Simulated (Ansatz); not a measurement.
The reference is TiAl (space group P4/mmm, No. 123; relaxed with 0.1 eV smearing).

```
TiAl
1.0
    2.79606     0.00000     0.00000
    0.00000     2.79606     0.00000
    0.00000     0.00000     4.03776
Al Ti
1 1
Direct
  0.50000   0.50000   0.50000
  0.00000   0.00000   0.00000
```

Cartesian axes are those of the cell as printed.

Method: PBEsol (Ansatz, a quantum-chemistry and plane-wave program), no spin-orbit coupling, earlier PAW set.

Strains are applied to the cell and any free atomic positions relax; under biaxial strain the out-of-plane vector relaxes too.

One change was made to it. Results:

The pressure (mean of the normal stresses, compression positive) goes from zero to -2.9 GPa; the volume per atom grows by 0.395 Å³ to 16.18 Å³.

### Question
Which change produced these results?
A. biaxial strain +3.15 %, plane normal [001], relaxed out of plane
B. uniaxial strain ε_yy = +3.81 %
C. strain tensor (xx, yy, zz, yz, xz, xy) = (−1.11, +1.04, +0.70, −0.33, +0.68, −0.01) %
D. biaxial strain −1.17 %, plane normal [001], relaxed out of plane
E. isotropic strain −4.85 %

### Answer
A, biaxial strain +3.15 %, plane normal [001], relaxed out of plane. For comparison, the pressure in the other runs: uniaxial strain ε_yy = +3.81 % gives -4.1 GPa; isotropic strain −4.85 % gives 23.8 GPa; biaxial strain −1.17 %, plane normal [001], relaxed out of plane gives 1.4 GPa; strain tensor (xx, yy, zz, yz, xz, xy) = (−1.11, +1.04, +0.70, −0.33, +0.68, −0.01) % gives -0.7 GPa.

No phonon test of stability was made. The final runs are not spin-polarised.
